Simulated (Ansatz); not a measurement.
# A computed series for Ta: pressure series

The parent structure is Ta in the bcc (W type) structure (space group Im-3m, No. 229; a = 3.254 Å).

Cell and atoms are relaxed at each pressure.

Calculations: Kohn–Sham DFT with the LDA functional, run in Ansatz (a quantum-chemistry and plane-wave program) with PAW and 420 eV plane waves, without spin-orbit coupling.

Notes on the quantities. enthalpy: H = E + PV relative to the base's energy.

```json
[
 {"variant": "base", "lattice parameter a": "6.149 bohr", "enthalpy": "–"},
 {"variant": "pressure −2 GPa", "lattice parameter a": "6.169 bohr", "enthalpy": "-0.22 eV/atom"},
 {"variant": "pressure −1 GPa", "lattice parameter a": "6.159 bohr", "enthalpy": "-0.11 eV/atom"},
 {"variant": "pressure 0.9 GPa", "lattice parameter a": "6.141 bohr", "enthalpy": "+0.10 eV/atom"},
 {"variant": "pressure 2.1 GPa", "lattice parameter a": "6.130 bohr", "enthalpy": "+0.22 eV/atom"},
 {"variant": "pressure 4.5 GPa", "lattice parameter a": "6.109 bohr", "enthalpy": "+0.48 eV/atom"},
 {"variant": "pressure 9 GPa", "lattice parameter a": "6.071 bohr", "enthalpy": "+0.95 eV/atom"},
 {"variant": "pressure 15 GPa", "lattice parameter a": "?", "enthalpy": "+1.56 eV/atom"},
 {"variant": "pressure 22.5 GPa", "lattice parameter a": "5.971 bohr", "enthalpy": "+2.31 eV/atom"},
 {"variant": "pressure 30 GPa", "lattice parameter a": "5.923 bohr", "enthalpy": "+3.04 eV/atom"}
]
```

Task: What belongs in the blanks?

Result: 
- pressure 15 GPa, lattice parameter a: 6.025 bohr

Load acts through the strain it causes; cell and atoms are relaxed under it. No phonon test of stability was made. No other phases were tried under pressure. The final runs are not spin-polarised.
